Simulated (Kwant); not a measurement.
System: wire with a row of barriers in a Si two-dimensional gas. Effective mass 0.19 mₑ, grid spacing 3 nm, hard walls, nominal width 60 nm (19 grid rows, so walls 60 nm apart), one parabolic valley, scattering region 300 nm long along x; energies count from the band bottom; Fermi energy swept from 0.0004398 to 0.0052226 eV. 3 barrier(s) across the wire, height 0.004 eV, thickness 9 nm (about 3 grid columns), spaced by 24 nm.

The device is made up for the run: typed textbook-type constants, with dimensions and the other settings drawn at random.

Computed with Kwant: effective-mass tight-binding model on a square grid, one spin, coherent transport at 0 K. Conductance is in e²/h.

Q: How many channels do the leads carry at E = 3.33, 3.45, 4.02 meV?

A: The hard-wall thresholds are n² ħ²π²/(2mW²) = n² × 0.550 meV with W = 60 nm. √(3.33/0.550) = 2.46, so 2. √(3.45/0.550) = 2.50, so 2. √(4.02/0.550) = 2.70, so 2.
